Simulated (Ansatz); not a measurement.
The reference is Pt in the fcc (Cu type) structure (space group Fm-3m, No. 225; a = 3.9701 Å).

Computed with PBE in Ansatz (plane waves to 420 eV, PAW, no spin-orbit coupling), earlier PAW set.

Base values:

- Largest site moment = 0.00 μB
- Shortest interatomic distance = 280.7 pm

It is then changed as follows: full substitution Pt → Ni; the structure is relaxed again.

### Question
What happens to the largest site moment and shortest interatomic distance?

### Answer
The largest site moment goes from zero to 0.67 μB; the shortest interatomic distance falls by 31.9 pm, from 280.7 pm to 248.8 pm.

Other magnetic orders, which the real material may have, were not ruled out. Stability against distortions was not tested. Spin-polarised in the final run: Ni; the other runs are not.

Ansatz is a program for electronic structure.
